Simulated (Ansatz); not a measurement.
Ansatz (a quantum-chemistry and plane-wave program) is run on Ta₃C (Pm-3n, 8 atoms in the cell), and the run fails. The aim is a self-consistent single point with DFT, PBEsol, plane waves, default PAW files made with PBE.

Cell that was meant: a = 5.1659 Å, b = 5.1659 Å, c = 5.1659 Å, α = 90.00°, β = 90.00°, γ = 90.00°.

Part of the input:

Ansatz 0.2 input:
```yaml
  pseudopotentials: { kind: paw }
scf:
  occupations: { method: gaussian, width: 0.01 Ry }
  max_iter: 2
output:
  forces: true
  eigenvalues: true
```

The program printed (abridged):

```
SCF iter   1: F=—  HF=-59323.750365 eV  |F-HF|=—  |Δ(HF+E_count)|=         —  Δρ=1.56e-2  dr2=5.65e-1  ethr=1.77e-3  ⟨swp⟩=6.7  Hψ=4829  notcnv=0
all-band conjugate gradients solve this SCF's bands
preconditioner: auto → Kerker (q_TF=auto, 2.522 Å⁻¹)
SCF iter   2: F=—  HF=-59323.644362 eV  |F-HF|=—  |Δ(HF+E_count)|=   1.06e-1  Δρ=3.58e-3  dr2=2.09e-2  ethr=6.56e-4  ⟨swp⟩=7.2  Hψ=3367  notcnv=0
Error: did not converge after 2 iterations: dr2 = 2.09e-2 (threshold 1.00e-7), under the density mixer `msr1`, which `scf.mixing.algorithm: auto` chose by the deck's other keys (type `scf.mixing.algorithm: msr1` to keep it); raise `scf.max_iter`, which need not help a stalled SCF, or adjust the mixing (`scf.mixing`) or, under a smearing, its width (`scf.occupations.width`, in either direction: another width is another result); this SCF holds its density and magnetisation to the symmetry operations that it keeps, and cannot end on a state that breaks one of them: if the state sought breaks one, re-run with `crystal.symmetry.detect: false`, without `crystal.symmetry.time_reversal: [...]
```

Q: Diagnose the run.

A: The fault is an iteration limit that is too low. The loop is cut before its threshold is met, so whatever is printed at the end is not self-consistent. To fix it, raise the limit, or leave it to the default. The run ended unconverged after 2 iterations.

The sound input it was made from differs as follows (other fixes are possible):
```diff
-  max_iter: 2
```

With that input, the run converged in 6 iterations: free energy E − TS (on the zero of these files) -59323.6390 eV; Fermi level (on the code's own zero) 15.46 eV; pressure -24.79 GPa (DFT, PBEsol, plane waves, default PAW files made with PBE).

On the sound input: the starting cell was generated: these elements placed on a structure prototype, without a prior relaxation; it need not be a known phase or ordering of this composition. Spin polarisation is off. With a pressure of about -25 GPa the cell is away from its equilibrium volume at this level. Ansatz's pressure includes its estimate of the finite-basis (Pulay) stress.
